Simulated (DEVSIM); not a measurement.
System: abrupt Si n-p junction, at 400 K.

```csv
layer (left to right),material,thickness (μm),Nd (cm⁻³),Na (cm⁻³),τn (s),τp (s)
1,Si,1.40,4.2e15,-,1.1e-7,1.1e-7
2,Si,170,-,6.5e17,1.1e-7,1.1e-7
```

Left contact: ohmic. Right contact: ohmic. Voltage is applied to the left contact. Recombination: SRH at mid-gap, radiative, Auger. Gap narrowing is on: ΔEg = 6.92 meV × (l + √(l² + 0.5)), l = ln(N/1.3e17 cm⁻³), shared equally by both band edges. Mobility is μmin + (μ − μmin)/(1 + (N/Nref)^α).

Constants are typed, rounded textbook-type inputs, not results; the design itself was drawn at random and stands for no fabricated device. Values at 300 K; Nc and Nv go as T^1.5, mobilities as T to minus their exponent, the gap by Varshni's rule with the affinity fixed.

```tsv
parameter	Si
gap (eV)	1.124
affinity (eV)	4.05
permittivity	11.7
Nc (cm⁻³)	2.86e19
Nv (cm⁻³)	3.1e19
μn (cm²/Vs)	1417
μp (cm²/Vs)	470
μn,min	52
μp,min	45
Nref,n	9.7e16
Nref,p	2.2e17
αn	0.68
αp	0.72
T exponent of μn	2.3
T exponent of μp	2.2
B (cm³/s)	4.7e-15
Cn (cm⁶/s)	2.8e-31
Cp (cm⁶/s)	9.9e-32
Varshni α (eV/K)	0.000473
Varshni β (K)	636
```

Model (solved in DEVSIM): 1D drift-diffusion, Boltzmann statistics, complete ionisation; no tunnelling, impact ionisation, image-force lowering or self-heating.

### Question
Tabulate band edges, carrier densities and field at zero bias.

### Answer
Energies count from the Fermi level of the right contact; mesh points crowd at the junctions.

```json
[
 {"x (μm)": "0.000", "Ec (eV)": "0.319", "Ev (eV)": "-0.777", "n (cm⁻³)": "4.2e15", "p (cm⁻³)": "7.8e9", "field (V/cm)": "≈ 0"},
 {"x (μm)": "0.04175", "Ec (eV)": "0.319", "Ev (eV)": "-0.777", "n (cm⁻³)": "4.2e15", "p (cm⁻³)": "7.8e9", "field (V/cm)": "≈ 0"},
 {"x (μm)": "0.1535", "Ec (eV)": "0.319", "Ev (eV)": "-0.777", "n (cm⁻³)": "4.2e15", "p (cm⁻³)": "7.8e9", "field (V/cm)": "≈ 0"},
 {"x (μm)": "0.4527", "Ec (eV)": "0.319", "Ev (eV)": "-0.777", "n (cm⁻³)": "4.2e15", "p (cm⁻³)": "7.8e9", "field (V/cm)": "≈ 0"},
 {"x (μm)": "1.120", "Ec (eV)": "0.400", "Ev (eV)": "-0.696", "n (cm⁻³)": "4.0e14", "p (cm⁻³)": "8.2e10", "field (V/cm)": "8100"},
 {"x (μm)": "1.311", "Ec (eV)": "0.669", "Ev (eV)": "-0.427", "n (cm⁻³)": "1.6e11", "p (cm⁻³)": "2.0e14", "field (V/cm)": "20000"},
 {"x (μm)": "1.382", "Ec (eV)": "0.837", "Ev (eV)": "-0.259", "n (cm⁻³)": "1.2e9", "p (cm⁻³)": "2.6e16", "field (V/cm)": "30000"},
 {"x (μm)": "1.428", "Ec (eV)": "0.925", "Ev (eV)": "-0.148", "n (cm⁻³)": "9.8e7", "p (cm⁻³)": "6.4e17", "field (V/cm)": "550"},
 {"x (μm)": "1.521", "Ec (eV)": "0.925", "Ev (eV)": "-0.148", "n (cm⁻³)": "9.7e7", "p (cm⁻³)": "6.5e17", "field (V/cm)": "≈ 0"},
 {"x (μm)": "1.777", "Ec (eV)": "0.925", "Ev (eV)": "-0.148", "n (cm⁻³)": "9.7e7", "p (cm⁻³)": "6.5e17", "field (V/cm)": "≈ 0"},
 {"x (μm)": "2.489", "Ec (eV)": "0.925", "Ev (eV)": "-0.148", "n (cm⁻³)": "9.7e7", "p (cm⁻³)": "6.5e17", "field (V/cm)": "≈ 0"},
 {"x (μm)": "5.654", "Ec (eV)": "0.925", "Ev (eV)": "-0.148", "n (cm⁻³)": "9.7e7", "p (cm⁻³)": "6.5e17", "field (V/cm)": "≈ 0"},
 {"x (μm)": "13.24", "Ec (eV)": "0.925", "Ev (eV)": "-0.148", "n (cm⁻³)": "9.7e7", "p (cm⁻³)": "6.5e17", "field (V/cm)": "≈ 0"},
 {"x (μm)": "34.29", "Ec (eV)": "0.925", "Ev (eV)": "-0.148", "n (cm⁻³)": "9.7e7", "p (cm⁻³)": "6.5e17", "field (V/cm)": "≈ 0"},
 {"x (μm)": "114.9", "Ec (eV)": "0.925", "Ev (eV)": "-0.148", "n (cm⁻³)": "9.7e7", "p (cm⁻³)": "6.5e17", "field (V/cm)": "≈ 0"},
 {"x (μm)": "151.0", "Ec (eV)": "0.925", "Ev (eV)": "-0.148", "n (cm⁻³)": "9.7e7", "p (cm⁻³)": "6.5e17", "field (V/cm)": "≈ 0"},
 {"x (μm)": "164.1", "Ec (eV)": "0.925", "Ev (eV)": "-0.148", "n (cm⁻³)": "9.7e7", "p (cm⁻³)": "6.5e17", "field (V/cm)": "≈ 0"},
 {"x (μm)": "168.8", "Ec (eV)": "0.925", "Ev (eV)": "-0.148", "n (cm⁻³)": "9.7e7", "p (cm⁻³)": "6.5e17", "field (V/cm)": "≈ 0"},
 {"x (μm)": "170.7", "Ec (eV)": "0.925", "Ev (eV)": "-0.148", "n (cm⁻³)": "9.7e7", "p (cm⁻³)": "6.5e17", "field (V/cm)": "≈ 0"},
 {"x (μm)": "171.2", "Ec (eV)": "0.925", "Ev (eV)": "-0.148", "n (cm⁻³)": "9.7e7", "p (cm⁻³)": "6.5e17", "field (V/cm)": "≈ 0"},
 {"x (μm)": "171.3", "Ec (eV)": "0.925", "Ev (eV)": "-0.148", "n (cm⁻³)": "9.7e7", "p (cm⁻³)": "6.5e17", "field (V/cm)": "≈ 0"},
 {"x (μm)": "171.4", "Ec (eV)": "0.925", "Ev (eV)": "-0.148", "n (cm⁻³)": "9.7e7", "p (cm⁻³)": "6.5e17", "field (V/cm)": "≈ 0"}
]
```
